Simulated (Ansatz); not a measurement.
The starting structures come from a database of crystals and need not be the phases stable at ambient conditions.

 Where the default PAW files enter, the runs use the earlier of Ansatz's two default sets.

By PBEsol, the system below comes out a metal.

Data:

```xyz
4
Lattice="4.7617 0.0000 0.0000 0.0000 5.0719 0.0000 0.0000 0.0000 4.8588" Properties=species:S:1:pos:R:3 pbc="T T T"
In     2.3808     2.5113     0.0000
In     0.0000     2.5606     2.4294
Bi     2.3808     0.0000     2.4294
Bi     0.0000     0.0000     0.0000
```

Space group of this cell: Pmmn. The cell is strained (lengths across the current scaled by 0.98, ions clamped); by PBEsol its mean pressure is -1.1 GPa.

The current flows along the normal of the first two printed cell vectors. No spin-orbit coupling; the value is a mean over 0.1 eV about the Fermi level.

Question: Predict the ballistic conductance per area from PBEsol (Ansatz, a quantum-chemistry and plane-wave program).

Answer: 0.87 × 10¹⁵ S/m² for both spins.
